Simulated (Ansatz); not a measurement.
Take BeS (space group P6_422, No. 181; a = 3.424 Å, c = 7.746 Å; a hypothetical phase, not in the database extracts checked) as the base.

The change: cell and atoms relaxed at a pressure of 7.5 GPa.

Levels (all Ansatz, a program for electronic structure, PAW): PBEsol (420 eV, spin-orbit coupling left out); HSE06 (420 eV, without spin-orbit coupling).

The geometry is relaxed with PBEsol.

- PBEsol lowest conduction level above the VBM at special points: M 2.36 eV; L 2.95 eV; A 3.42 eV; Γ 3.98 eV

Q: What does HSE06 give at this geometry for the lowest conduction level above the VBM at special points?

A: The lowest conduction level above the VBM at special points becomes M 3.40 eV; L 3.99 eV; A 4.54 eV; Γ 5.13 eV (PBEsol: M 2.36 eV; L 2.95 eV; A 3.42 eV; Γ 3.98 eV).

Single points use the geometry relaxed with PBEsol. HSE06 gaps are upper bounds (no full band path). The levels and masses belong to the bands next to the band gap. Load acts through the strain it causes; cell and atoms are relaxed under it. Whether these cells are dynamically stable was not tested. Competing high-pressure phases were not computed. The base started in P3_121 and relaxed to P6_422 at this level.
